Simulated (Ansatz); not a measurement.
Defect migration in wurtzite ZnO: interstitial Ti, charge state +4. All values below come from PBE, PAW (plane waves to 420 eV; Ansatz, a program for electronic structure).

Settings: 72 host sites, the relaxed PBE lattice, one k-point at (0.125, 0.250, 0.250), smearing 0.01 eV, spin-restricted, no image-charge correction. No zero-point or tunnelling terms. The charge state is imposed; whether it is stable for some Fermi level was not computed. Sites that were not tried may lie lower. The start lies 0.034 eV above the lowest site run (PBE).

Barriers: single points on a 2×2×2 k-point mesh shifted by half a step along c at the bands' geometries.

Relaxed starting cell (atoms counted from 1):

```
TiZn36O36
1.0
    9.83847     0.00000     0.00000
   -4.91923     8.52036     0.00000
    0.00000     0.00000    10.58758
Zn O Ti
36 36 1
Cartesian
  1.77746   1.07355   2.82801
  1.65816   1.08791   7.87458
  0.00447   4.02014   2.66054
  0.00314   3.83609   7.89672
 -1.62487   6.62643   2.62074
 -1.48436   6.54385   7.78615
  4.92312   0.94463   2.61822
  4.92344   0.94973   7.94628
  3.27212   3.75128   2.63394
  3.26679   3.79887   7.99310
  1.63892   6.62898   2.61771
  1.49787   6.54579   7.78772
  8.07001   1.07044   2.82220
  8.18453   1.08860   7.86988
  6.57236   3.75105   2.63096
  6.57721   3.79947   7.99191
  4.92315   6.25495   3.17419
  4.92167   6.60703   7.42537
 -0.00076   1.94679   5.31386
 -0.00610   2.04562  10.39327
 -1.65362   4.72622   5.24288
 -1.66067   4.75457  10.56291
 -3.17551   7.62805   5.35675
 -3.13819   7.54869   9.69466
  3.33061   1.92360   5.33291
  3.28447   1.90807  10.55991
  1.65305   4.72770   5.24403
  1.65676   4.75380  10.56410
  0.00243   7.60778   5.18268
 -0.00085   7.60610  10.56648
  6.50759   1.92454   5.32841
  6.54483   1.91089  10.55846
  4.91881   4.54609   5.38921
  4.91585   4.76375  10.64707
  3.17876   7.62950   5.35645
  3.13766   7.55508   9.70768
  1.64733   0.97351   4.74595
  1.59951   0.94906   9.96818
  0.00139   3.78483   4.58302
 -0.00052   3.87190   9.90717
 -1.65669   6.63499   4.61282
 -1.53701   6.57874   9.82113
  4.91917   0.97724   4.60393
  4.91585   0.95872   9.93973
  3.28195   3.78417   4.62343
  3.30520   3.83146   9.98443
  1.66216   6.63526   4.61036
  1.53929   6.57869   9.82403
  8.19288   0.97397   4.74148
  8.22766   0.95802   9.95481
  6.55644   3.78612   4.61999
  6.52823   3.83449   9.98270
  4.92136   6.63122   5.04050
  4.92094   6.89467  10.33228
  0.00285   1.45979   1.82036
  0.00340   1.93688   7.30091
 -1.65775   4.74450   1.97435
 -1.65161   4.69357   7.22931
 -3.46796   7.54511   2.18815
 -3.23759   7.60186   7.47095
  3.28194   1.88255   1.97333
  3.31057   1.93079   7.31610
  1.66508   4.74610   1.97505
  1.65603   4.69510   7.23111
  0.00512   7.56145   1.98001
  0.00586   7.63271   7.17609
  6.56233   1.88152   1.97139
  6.53155   1.93224   7.31084
  4.92067   4.71802   2.05727
  4.92062   4.69982   7.36377
  3.48335   7.54790   2.18132
  3.24581   7.60290   7.46691
  0.01203  -0.39406   1.24039
```
Cell charge +4.

End state 1 differs by these moves (Å; atoms that move under 0.15 Å are left out):

| atom | element | Δx | Δy | Δz |
|---|---|---|---|---|
| 1 | Zn | -0.10 | -0.10 | -0.14 |
| 2 | Zn | 0.10 | -0.07 | -0.11 |
| 3 | Zn | -0.02 | -0.17 | 0.05 |
| 6 | Zn | -0.15 | 0.08 | 0.15 |
| 11 | Zn | -0.18 | -0.10 | 0.14 |
| 12 | Zn | 0.15 | 0.09 | 0.24 |
| 14 | Zn | -0.09 | -0.03 | -0.80 |
| 17 | Zn | 0.08 | 0.31 | -0.45 |
| 18 | Zn | 0.03 | -0.11 | -0.35 |
| 20 | Zn | 0.04 | 0.03 | 0.39 |
| 24 | Zn | 0.02 | -0.01 | 1.09 |
| 26 | Zn | 0.19 | 0.11 | 0.06 |
| 29 | Zn | -0.01 | 0.00 | 0.18 |
| 31 | Zn | -0.11 | 0.07 | -0.17 |
| 33 | Zn | -0.01 | 0.03 | -0.23 |
| 35 | Zn | 0.07 | -0.05 | -0.56 |
| 36 | Zn | -0.20 | -0.15 | 1.42 |
| 38 | O | -0.34 | -0.21 | -0.19 |
| 42 | O | -0.13 | 0.05 | 0.11 |
| 48 | O | 0.07 | 0.04 | 0.20 |
| 50 | O | 0.03 | -0.19 | 0.19 |
| 53 | O | 0.03 | -0.01 | -0.20 |
| 54 | O | -0.14 | -0.10 | -0.19 |
| 55 | O | 0.00 | 0.46 | 0.30 |
| 59 | O | 0.20 | 0.04 | -0.07 |
| 60 | O | -0.07 | 0.00 | -0.14 |
| 64 | O | 0.00 | 0.09 | 0.13 |
| 66 | O | 0.03 | -0.06 | 0.18 |
| 70 | O | -0.01 | -0.08 | -0.17 |
| 71 | O | -0.22 | 0.03 | 0.23 |
| 72 | O | 0.25 | 0.11 | 0.24 |
| 73 | Ti | -0.37 | 0.21 | -2.63 |

Q: What forward and backward barriers to end state 1 does PBE, PAW give?

A: forward 2.22 eV, backward 2.22 eV; at the saddle point atom 73 has neighbours 3 O at 1.80 Å. The saddle point's order was not checked, and it lies on a symmetry element of the cell, where a band can be held.
